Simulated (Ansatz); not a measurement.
## GaCuSe2: pressure series

Consider GaCuSe₂ in the chalcopyrite structure (space group I-42d, No. 122).

GaCuSe2 is modelled in the tetragonal space group I-42d (No. 122), the chalcopyrite structure, Pearson symbol tI16. Lattice parameters: a = 5.570 Å, b = 5.570 Å, c = 11.075 Å, α = 90.00°, β = 90.00°, γ = 90.00°. Ga on 4b is coordinated by 4 Se at 2.434 Å (tetrahedral). Cu on 4a has 4 Se at 2.381 Å (tetrahedral). Se on 8d is coordinated by 2 Cu at 2.381 Å and 2 Ga at 2.434 Å (tetrahedral). (Neighbours: up to the widest gap in distance over summed covalent radii, below 1.35, at either atom; cation-cation and far metal-metal contacts left out.)
(The calculation used a cell of 8 atoms; values per cell refer to that cell.)

Cell and atoms are relaxed at each pressure.

Level of theory: PBEsol (Ansatz, an electronic-structure program), no spin-orbit coupling.

For the base:

| Property | Result |
|---|---|
| Band gap | 0.12 eV |

Question: The aim is a band gap between 0.33 eV and 0.41 eV. Which of these changes reaches it?
A. pressure 9 GPa
B. pressure 22.5 GPa
C. pressure 4.5 GPa

Answer: C, pressure 4.5 GPa. It gives 0.36 eV; pressure 22.5 GPa gives 1.07 eV; pressure 9 GPa gives 0.57 eV. Changes not listed may reach it too

Load acts through the strain it causes; cell and atoms are relaxed under it. Whether these cells are dynamically stable was not tested. Competing high-pressure phases were not computed. All final runs are without spin polarisation. A zero or small gap of GaCuSe2 can be the functional's error rather than a property of the material.
